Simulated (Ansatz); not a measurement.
The reference is AlN in the wurtzite structure (space group P6_3mc, No. 186).

```
AlN
1.0
    3.12980     0.00000     0.00000
   -1.56490     2.71049     0.00000
    0.00000     0.00000     5.01733
Al N
2 2
Direct
  0.66667   0.33333   0.00337
  0.33333   0.66667   0.50337
  0.66667   0.33333   0.62183
  0.33333   0.66667   0.12183
```

Computed with PBE (Ansatz, a first-principles code), spin-orbit coupling left out, earlier PAW set.

Before the change:

Band gap: 4.04 eV
Volume per atom: 10.64 Å³

The change: a negative pressure, −2 GPa.

Q: What happens to the band gap?

A: The band gap shrinks by 0.09 eV (4.04 eV → 3.95 eV).

Q: What does the calculation give for the volume per atom after the change?

A: The volume per atom grows by 0.11 Å³ (10.64 Å³ → 10.75 Å³).

Load acts through the strain it causes; cell and atoms are relaxed under it. Gaps are Kohn–Sham eigenvalue differences; semilocal functionals usually give less than the measured gap. Whether these cells are dynamically stable was not tested.
